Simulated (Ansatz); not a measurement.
```yaml
crystal:
  lattice:
    - [3.76306, 0.00000, 0.00000]
    - [0.00000, 3.76306, 0.00000]
    - [0.00000, 0.00000, 4.08858]
  atoms:
    - { symbol: Tl, position: [0.00000, 0.00000, 0.00000] }
    - { symbol: Br, position: [0.50000, 0.50000, 0.50000] }
```

These are PBEsol+D3BJ with spin-orbit coupling, rigid bands (plane waves, PAW; Ansatz, a first-principles code) values and carry that method's errors. Condition of this run: uniaxial stress zz = -2 GPa (compression positive) (the target of the relaxation). Cell: cell and atoms relaxed with PBEsol+d3bj, then loaded as said.

What conductivity effective mass do dilute holes have at 300 K?

0.45 (x), 0.45 (y), 0.21 (z) mₑ.

What conductivity effective mass do dilute electrons have at 300 K?

0.26 (x), 0.26 (y), 0.31 (z) mₑ.

And the band gap?

0.57 eV at this level; semilocal functionals usually fall short of the measured gap.

Rigid bands, one relaxation time for all states, no polarons. Geometry: cell and atoms relaxed with PBEsol+D3(BJ).
